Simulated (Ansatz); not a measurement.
# What pressure −2 GPa does to Ca

Start from Ca in the fcc (Cu type) structure (space group Fm-3m, No. 225; a = 5.5265 Å).

One thing is altered: hydrostatic tension (pressure −2 GPa).

Computed with PBE in Ansatz (plane waves to 420 eV, PAW, no spin-orbit coupling). k-mesh 15×15×15 (Γ-centred); smearing 0.05 eV (Fermi–Dirac).

The volume per atom goes up by 6.69 Å³, from 42.20 Å³ to 48.89 Å³ and the density shrinks by 0.22 g/cm³ (1.58 g/cm³ → 1.36 g/cm³). The shortest interatomic distance goes up by 0.1966 Å to 4.104 Å and the enthalpy H = E + PV relative to the base's energy is -0.56 eV/atom. The band gap remains zero.

Cost of the whole job for the changed cell (relaxation, final SCF and bands): roughly 11 core-seconds.

Load acts through the strain it causes; cell and atoms are relaxed under it. No phonon test of stability was made.

Ansatz is a first-principles code.
